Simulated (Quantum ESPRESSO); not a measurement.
Quantum ESPRESSO run on ZrNbCN (R3m, 4 atoms in the cell): self-consistent single point.

Level of theory: LDA (PZ)+U, GBRV 1.5 ultrasoft (LDA) pseudopotentials (plane waves; Quantum ESPRESSO 7.5).

```xyz
4
Lattice="1.6027 -0.9253 5.2653 0.0000 1.8507 5.2653 -1.6027 -0.9253 5.2653" Properties=species:S:1:pos:R:3 pbc="T T T"
Zr     0.0000     0.0000     3.9861
Nb     0.0000     0.0000    11.7960
C      0.0000     0.0000     0.0518
N      0.0000     0.0000     7.8599
```

Reference input (self-consistent single point, DFT, LDA (PZ), plane waves, GBRV 1.5 ultrasoft (LDA) pseudopotentials): ecutwfc = 40 Ry; ecutrho = 320 Ry; occupations = smearing; smearing = fermi-dirac; degauss = 0.0073499 Ry; K_POINTS = automatic 11 11 11 0 0 0; conv_thr = 1e-10 Ry; mixing_beta = 0.5. This run's input differs from it in these lines:

```diff
@@ -37,2 +37,4 @@
 11 11 11  0 0 0
+HUBBARD {ortho-atomic}
+U Nb-4d 8
```

The program printed (abridged):

```
     Self-consistent Calculation

     iteration #  1     ecut=    40.00 Ry     beta= 0.50

---- Real-time Memory Report at c_bands before calling an iterative solver
           156 MiB given to the printing process from OS
           121 MiB allocation reported by mallinfo(arena+hblkhd)
------------------

     =================== HUBBARD OCCUPATIONS ===================
     ------------------------ ATOM    2 ------------------------
     Tr[ns(  2)] =   1.98659
     eigenvalues:
       0.180  0.180  0.184  0.224  0.224

     Number of occupied Hubbard levels =    1.9866

     negative rho (up, down):  6.007E-02 0.000E+00

   [... lines left out ...]

     iteration # 21     ecut=    40.00 Ry     beta= 0.50

---- Real-time Memory Report at c_bands before calling an iterative solver
           257 MiB given to the printing process from OS
           150 MiB allocation reported by mallinfo(arena+hblkhd)
------------------

     =================== HUBBARD OCCUPATIONS ===================
     ------------------------ ATOM    2 ------------------------
     Tr[ns(  2)] =   3.62660
     eigenvalues:
       0.316  0.351  0.351  0.397  0.397

     Number of occupied Hubbard levels =    3.6266

     negative rho (up, down):  6.184E-02 0.000E+00

     HUBBARD ENERGY =    0.6767  (Ry)
     End of self-consistent calculation

     the Fermi energy is    18.0739 ev

!    total energy              =    -248.74602174 Ry
     estimated scf accuracy    <          6.2E-11 Ry
     smearing contrib. (-TS)   =      -0.00332957 Ry
     internal energy E=F+TS    =    -248.74269217 Ry

     Hubbard energy            =       0.67667978 Ry

     convergence has been achieved in  21 iterations

     negative rho (up, down):  6.184E-02 0.000E+00

     Forces acting on atoms (cartesian axes, Ry/au):

     atom    1 type  1   force =     0.00000000    0.00000000    0.00031341
     atom    2 type  2   force =     0.00000000    0.00000000    0.00894513
     atom    3 type  3   force =     0.00000000   -0.00000000    0.00025311
     atom    4 type  4   force =     0.00000000    0.00000000   -0.00951164

     Total force =     0.013063     Total SCF correction =     0.000025

     negative rho (up, down):  6.184E-02 0.000E+00
          total   stress  (Ry/bohr**3)                   (kbar)     P=      -78.98
  -0.00049451  -0.00000000  -0.00000000          -72.74       -0.00       -0.00
   0.00000000  -0.00049451  -0.00000000            0.00      -72.74       -0.00
   0.00000000  -0.00000000  -0.00062175            0.00       -0.00      -91.46

   JOB DONE.
```

The run converged in 21 iterations. Against the reference run the pressure goes from -10.26 to -7.90 GPa and the largest force hardly changes (0.246 to 0.245 eV/Å). The full log also holds: “c_bands:  1 eigenvalues not converged”.

The starting cell comes from a database of computed structures (which also holds hypothetical and non-ambient phases and stackings), without a prior relaxation at this level. Its lattice was rescaled by a random factor within 2.5 % of one. Spin polarisation is off. The U value is a test value, and with U on an open shell several self-consistent states can exist. With a pressure of about -8 GPa the cell is away from its equilibrium volume at this level.

Cost on one core of a shared machine: roughly 4 min.
